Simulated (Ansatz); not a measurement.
This Ansatz (a program for electronic structure) input is the reference run, YN in the rock salt structure (space group Fm-3m, No. 225), computed with Kohn–Sham DFT with the r2SCAN functional, run in Ansatz with PAW and 500 eV plane waves, without spin-orbit coupling:

Ansatz 0.2 input:
```yaml
crystal:
  lattice:
    - [0, 2.4478362885, 2.4478362885]
    - [2.4478362885, 0, 2.4478362885]
    - [2.4478362885, 2.4478362885, 0]
  atoms:
    - { symbol: Y, position: [0, 0, 0] }
    - { symbol: N, position: [0.5, 0.5, 0.5] }
basis: { ecutwfc: 500, ecutrho_ratio: 4, xc_grid: 4, fft_grid_basis: typed }
kpoints: { mp_grid: { grid: [12, 12, 12] } }
hamiltonian:
  xc: r2scan
  dispersion: none
  pseudopotentials: { kind: paw }
scf: { occupations: { method: fermi_dirac, width: 0.05 }, convergence: { dr2_threshold: 0.0000000002 } }
output: { forces: true, stress: true }
checkpoint: { write: state.ck, write_every: 1000 }
```

**Question.** Write the input for this change: biaxial strain +3.00 %, plane normal [001], relaxed out of plane (Cartesian); in-plane vectors clamped, the third vector and the atoms free.

**Answer.** 
Ansatz 0.2 input:
```yaml
crystal:
  lattice:
    - [3.565616176, 0, 0]
    - [0, 3.565616176, 0]
    - [1.782808088, -1.782808088, 2.4111187442]
  atoms:
    - { symbol: Y, position: [0, 0, 0] }
    - { symbol: N, position: [0.5, 0.5, 0] }
basis: { ecutwfc: 500, ecutrho_ratio: 4, xc_grid: 4, fft_grid_basis: typed }
kpoints: { mp_grid: { grid: [12, 12, 12] } }
hamiltonian:
  xc: r2scan
  dispersion: none
  pseudopotentials: { kind: paw }
scf: { occupations: { method: fermi_dirac, width: 0.05 } }
relax: { f_tol: 0.005, max_steps: 50, cell: { stress_tol: 0.01, fix: [a, b, gamma] } }
output: { forces: true, stress: true }
checkpoint: { write: state.ck, write_every: 1000 }
```
This is the input that was run; other choices of cell and start would serve too.

No phonon test of stability was made.
